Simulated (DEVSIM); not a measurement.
System: Si p-n junction from an implanted or diffused profile, at 300 K.

```tsv
layer (left to right)	material	thickness (μm)	Nd (cm⁻³)	τn (s)	τp (s)
1	Si	17.0	7.8e14	3.5e-5	3.5e-5
```

Added acceptor profile: 1.1e19 cm⁻³ × exp(−(x − 0 μm)²/(2·(0.13 μm)²)). Left contact: ohmic. Right contact: ohmic. Voltage is applied to the left contact. Recombination: SRH at mid-gap, radiative, Auger. Gap narrowing is on: ΔEg = 6.92 meV × (l + √(l² + 0.5)), l = ln(N/1.3e17 cm⁻³), shared equally by both band edges. Mobility is μmin + (μ − μmin)/(1 + (N/Nref)^α).

This is a model device: material constants are rounded textbook-type values typed into the input, and sizes, dopings and lifetimes were drawn at random. Values at 300 K.

```
parameter           Si
-------------  -------
gap (eV)         1.124
affinity (eV)     4.05
permittivity      11.7
Nc (cm⁻³)      2.86e19
Nv (cm⁻³)       3.1e19
μn (cm²/Vs)       1417
μp (cm²/Vs)        470
μn,min              52
μp,min              45
Nref,n          9.7e16
Nref,p          2.2e17
αn                0.68
αp                0.72
B (cm³/s)      4.7e-15
Cn (cm⁶/s)     2.8e-31
Cp (cm⁶/s)     9.9e-32
```

Model (solved in DEVSIM): 1D drift-diffusion, Boltzmann statistics, complete ionisation; no tunnelling, impact ionisation, image-force lowering or self-heating.

Base results: dark forward voltage at 100 A/cm² (V) 0.790; dark forward voltage at 1 A/cm² (V) 0.590; potential step across the device at zero bias (V) 0.794.

Task: What follows from this one change: doping Nd of layer 1 7.8e+14 → 7.8e+13 cm^-3?

Result: dark forward voltage at 100 A/cm² 0.790 → 0.812 V; dark forward voltage at 1 A/cm² 0.590 → 0.559 V; potential step across the device at zero bias 0.794 → 0.735 V.

Task: What follows from this one change: thickness of layer 1 17 → 51 μm?

Result: dark forward voltage at 100 A/cm² 0.790 → 0.881 V; dark forward voltage at 1 A/cm² 0.590 → 0.628 V; potential step across the device at zero bias little changed (0.794 V).

Task: What follows from this one change: constant mobility in place of the doping-dependent one?

Result: dark forward voltage at 100 A/cm² 0.790 → 0.800 V; dark forward voltage at 1 A/cm² 0.590 → 0.585 V; potential step across the device at zero bias little changed (0.794 V).
